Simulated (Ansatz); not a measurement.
We consider ZnGeO₃ (R-3, No. 148, 10 atoms in the cell; start mp-8285), described by PBE0 (Ansatz, a program for electronic structure, PAW).

Input file:

Ansatz 0.2 input:
```yaml
crystal:
  lattice:
    - [2.4908180361, 1.4380744636, 4.6100220295]
    - [-2.4908180361, 1.4380744636, 4.6100220295]
    - [0.0, -2.8761489273, 4.6100220295]
  atoms:
    - { symbol: Zn, position: [0.3680102323, 0.3680102323, 0.3680102323] }
    - { symbol: Zn, position: [0.6319897677, 0.6319897677, 0.6319897677] }
    - { symbol: Ge, position: [0.1561268494, 0.1561268494, 0.1561268494] }
    - { symbol: Ge, position: [0.8438731506, 0.8438731506, 0.8438731506] }
    - { symbol: O, position: [0.7839666571, 0.0462798531, 0.4390073944] }
    - { symbol: O, position: [0.2160333429, 0.9537201469, 0.5609926056] }
    - { symbol: O, position: [0.0462798531, 0.4390073944, 0.7839666571] }
    - { symbol: O, position: [0.9537201469, 0.5609926056, 0.2160333429] }
    - { symbol: O, position: [0.4390073944, 0.7839666571, 0.0462798531] }
    - { symbol: O, position: [0.5609926056, 0.2160333429, 0.9537201469] }
basis:
  ecutwfc: 460
  ecutrho_ratio: 4
  xc_grid: 2
kpoints:
  mp_grid: { grid: [6, 6, 6] }
  band_path: { path: [[0, 0, 0], [0, 0, -0.285714]], npoints: 1 }
hamiltonian:
  xc: pbe0
  dispersion: none
  pseudopotentials: { kind: paw }
scf:
  occupations: { method: fermi_dirac, width: 0.01 }
  convergence: { dr2_threshold: 0.000000001 }
output:
  forces: true
  stress: true
  eigenvalues: true
  write_bands: true
```

Task: How many irreducible k-points, plane waves at Γ does the program set up, and what pressure does the run end with?

Result: 40 irreducible k-points, 2225 plane waves at Γ; P = -2.12 GPa, so the cell is stretched on average and its volume would shrink at this level.

The run printed, among other lines:

```
WARN output.stress: scf.exx.energy_threshold = 1e-6 eV is looser than the 1e-7 eV advised for a stress under a hybrid functional (1e-8 eV for each atom of the …
Crystal: 10 atoms, lattice volume = 99.078 Å³
Basis set: ecut = 460 eV, 2225 PW (Γ), exchange–correlation on 80×80×80 points (8 copies of the dense FFT grid, shifted against one another)
Bands: 54, of which v1, the nominal top of the filled ones, is band 44 counted from 1 (43 counted from 0)
Symmetry: 6 space group operations
Space group: R-3 (ITA 148), of the structure as read, at distance tolerance 4.6e-5 Å
k-points: 40 of 216
Functional: x = pbe(κ = 0.804, μ = 0.2195149727645171), c = pbe(β = 0.06672455060314922), warm-up for x = 0.75 pbe(κ = 0.804, μ = 0.2195149727645171) + 0.25 exact, c = pbe(β = 0.06672455060314922)
SCF iter   1: F=—  HF=-18633.054694 eV  |F-HF|=—  |Δ(HF+E_count)|=         —  Δρ=2.05e-3  dr2=2.10e-3
SCF iter   2: F=-18633.055719 eV  HF=-18633.056030 eV  |F-HF|=3.11e-4  |Δ(HF+E_count)|=   1.34e-3  Δρ=1.16e-3  dr2=5.31e-4
Crystal: 10 atoms, lattice volume = 99.078 Å³
Initial density: handed on by an earlier stage of this run
Functional: x = 0.75 pbe(κ = 0.804, μ = 0.2195149727645171) + 0.25 exact, c = pbe(β = 0.06672455060314922)
  ...
Crystal: 10 atoms, lattice volume = 99.078 Å³
SCF 3 converged in 6 iterations: F = -18634.758930 eV  dr2 = 3.51e-10
Crystal: 10 atoms, lattice volume = 99.078 Å³
SCF iter   1: F=—  HF=-18634.758929 eV  |F-HF|=—  |Δ(HF+E_count)|=         —  Δρ=3.64e-6  dr2=6.16e-9
SCF iter   2: F=-18634.758929 eV  HF=-18634.758929 eV  |F-HF|=4.37e-11  |Δ(HF+E_count)|=   1.30e-9  Δρ=7.23e-7  dr2=4.33e-10
SCF 4 converged in 2 iterations: F = -18634.758929 eV  dr2 = 4.33e-10
Free energy (F): -18634.758929 eV
Internal energy: -18634.758929 eV  (E = F + TS)
E sigma→0 (E₀):  -18634.758929 eV
Fermi energy:    9.739869 eV
--- Forces (eV/Å), atoms counted from 1 ---
  atom   1  Zn     0.00000000     0.00000000    -0.04673671
  atom   2  Zn     0.00000000    -0.00000000     0.04673671
  atom   3  Ge     0.00000000     0.00000000    -0.01272740
  atom   4  Ge     0.00000000    -0.00000000     0.01272740
  atom   5  O      0.20235717     0.10782541     0.39945138
  atom   6  O     -0.20235717    -0.10782541    -0.39945138
  atom   7  O     -0.00779905    -0.22915915     0.39945138
  atom   8  O      0.00779905     0.22915915    -0.39945138
  atom   9  O     -0.19455813     0.12133375     0.39945138
  atom  10  O      0.19455813    -0.12133375    -0.39945138
--- Stress (GPa, compression-positive) ---
       -2.286302      -0.000000       0.000000
        0.000000      -2.286302      -0.000000
        0.000000      -0.000000      -1.785966
  P = ⅓ Tr σ = -2.1195 GPa (-21.195 kbar)
```

The PAW data were made under PBE.

Note: cell and atoms aren't relaxed at this level (largest force component 0.40 eV/Å, pressure -2.1 GPa).

A start named mp-… is a Materials Project structure, which need not be a measured phase.
